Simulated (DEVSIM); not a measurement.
Structure: Pd/SiO2/p-Si capacitor, at 300 K.

| layer (left to right) | material | thickness (nm) | Na (cm⁻³) |
|---|---|---|---|
| 1 | SiO2 | 37.0 | - |
| 2 | Si | 8600 | 4.5e15 |

Metal gate on the left, work function 5.2 eV. Fixed charge at the semiconductor interface 0 cm⁻² (in units of +e); no interface traps.

This is a model device: material constants are rounded textbook-type values typed into the input, and sizes, dopings and lifetimes were drawn at random. Values at 300 K; Nc and Nv go as T^1.5, mobilities as T to minus their exponent, the gap by Varshni's rule with the affinity fixed.

| parameter | SiO2 | Si |
|---|---|---|
| gap (eV) | 9 | 1.124 |
| affinity (eV) | 0.9 | 4.05 |
| permittivity | 3.9 | 11.7 |
| Nc (cm⁻³) | - | 2.86e19 |
| Nv (cm⁻³) | - | 3.1e19 |
| Varshni α (eV/K) | - | 0.000473 |
| Varshni β (K) | - | 636 |

DEVSIM, 1D Poisson equation in equilibrium, Boltzmann statistics, complete ionisation; no quantum confinement or tunnelling. Metal contacts follow the ideal Schottky-Mott rule: no Fermi-level pinning, no interface dipoles.

The temperature was swept, all else fixed.

```tsv
temperature (K)	threshold voltage (band bending 2φF) (V)	minimum of the low-frequency capacitance (μF/cm²)	flat-band voltage (V)
250	1.33	0.0192	0.20
300	1.26	0.0209	0.25
350	1.19	0.0233	0.31
400	___	___	0.37
450	1.03	0.0301	0.44
500	0.94	0.0372	0.50
```

Q: Fill in the missing entries.

A: 
- 400, threshold voltage (band bending 2φF) (V): 1.11
- 400, minimum of the low-frequency capacitance (μF/cm²): 0.0260
